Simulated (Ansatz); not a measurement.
Where the default PAW files enter, the runs use the earlier of Ansatz's two default sets.

The decay constant κ of evanescent states in the gap governs leakage through a thin film.

Given:

```
AlN
1.0
    3.02686     0.00000     0.00000
    0.00000     3.02686     0.00000
    1.51343     1.51343     2.14032
Al N
1 1
Direct
  0.00000   0.00000   0.00000
  0.25000   0.75000   0.50000
```

Space group of this cell: F-43m, zinc blende. The cell is strained (all lengths scaled by 0.98); by r2SCAN its mean pressure is 14.6 GPa.

Transport runs along the normal of the first two printed cell vectors, the (001) plane of the conventional cell.

The gap is the functional's own. No spin-orbit coupling. Mid-gap values are interpolated on the energy grid.

Task: Compute, with Ansatz (a first-principles code) with r2SCAN, the band gap and the smallest decay constant κ at mid-gap.

Result: Gap 3.98 eV on a 14×14×14 mesh; κ = 0.326 1/Å, at the zone centre.
